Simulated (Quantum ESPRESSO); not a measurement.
# A series of runs on Rb2BiAuCl6 (Fm-3m, 10 atoms in the cell)

```
Rb2BiAuCl6
1.0
    0.00000     5.46516     5.46516
    5.46516     0.00000     5.46516
    5.46516     5.46516     0.00000
Rb Bi Au Cl
2 1 1 6
Direct
  0.75000   0.75000   0.75000
  0.25000   0.25000   0.25000
  0.00000   0.00000   0.00000
  0.50000   0.50000   0.50000
  0.74910   0.25090   0.25090
  0.25090   0.74910   0.74910
  0.25090   0.74910   0.25090
  0.74910   0.25090   0.74910
  0.25090   0.25090   0.74910
  0.74910   0.74910   0.25090
```

Base run A: PBEsol, PseudoDojo standard norm-conserving (PBESOL) pseudopotentials run with Quantum ESPRESSO 7.5, self-consistent single point.

Its settings: ecutwfc = 80 Ry; occupations = fixed; potentials = {Rb: Rb.upf, Bi: Bi.upf, Au: Au.upf, Cl: Cl.upf}; K_POINTS = automatic 2 2 2 0 0 0; nbnd = 49; conv_thr = 1e-09 Ry; mixing_beta = 0.4.

The starting cell comes from a database of computed structures (which also holds hypothetical and non-ambient phases and stackings), without a prior relaxation at this level. Its lattice was rescaled by a random factor within 2.5 % of one. Spin-orbit coupling is off.

ΔF is the free energy per atom less that of run A. 

| run | mixing_ndim | ΔF (meV/atom) | pressure (GPa) | largest force (eV/Å) | gap on the mesh (eV) | iterations |
|---|---|---|---|---|---|---|
| A | default | 0.00 | -1.95 | 0.045 | 0.497 | 13 |
| B | 2 | 0.00 | -1.95 | 0.045 | 0.497 | 12 |
| C | 4 | 0.00 | -1.95 | 0.045 | 0.497 | 12 |
| D | 6 | 0.00 | -1.95 | 0.045 | 0.497 | 12 |
| E | 12 | 0.00 | -1.95 | 0.046 | 0.497 | 13 |
| F | 16 | 0.00 | -1.95 | 0.046 | 0.497 | 13 |
| G | 20 | 0.00 | -1.95 | 0.046 | 0.497 | 13 |

Runs B, C, D, E, F, G ended on the same solution as A (within 1 meV/atom).
